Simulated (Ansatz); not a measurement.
Cubic perovskite CsPbBr3 (cubic high-temperature phase), treated with HSE06 (Ansatz, a quantum-chemistry and plane-wave program, plane waves, PAW).

Numerical settings: plane-wave cutoff 460 eV, 4×4×4 k mesh, Fermi–Dirac smearing 0.01 eV, scalar-relativistic PAW data made under PBE.

Cell (relaxed at this level):

Space group Pm-3m (No. 221); a = b = c = 5.971 Å, α = β = γ = 90.00°

```json
[
 {"atom": "Cs", "site": "1a", "symmetry": "m-3m", "x": "0.0000", "y": "0.0000", "z": "0.0000"},
 {"atom": "Pb", "site": "1b", "symmetry": "m-3m", "x": "0.5000", "y": "0.5000", "z": "0.5000"},
 {"atom": "Br", "site": "3c", "symmetry": "4/mm.m", "x": "0.0000", "y": "0.5000", "z": "0.5000"}
]
```

Question: Predict the bulk modulus, band gap, direct gap at Γ and pressure derivative B′ of the bulk modulus.

Answer: 
- bulk modulus: 19.8 GPa
- band gap: 2.34 eV (on the SCF k mesh)
- direct gap at Γ: 6.09 eV
- pressure derivative B′ of the bulk modulus: 4.7

Note: the relaxation could not lower the start's symmetry, so the cell can be a saddle point above a distorted one.

Spin–orbit coupling is not included; with these elements it can move the gap by several tenths of an eV or more.

Computed values are for the static lattice.

The result took very roughly 27 core-minutes.
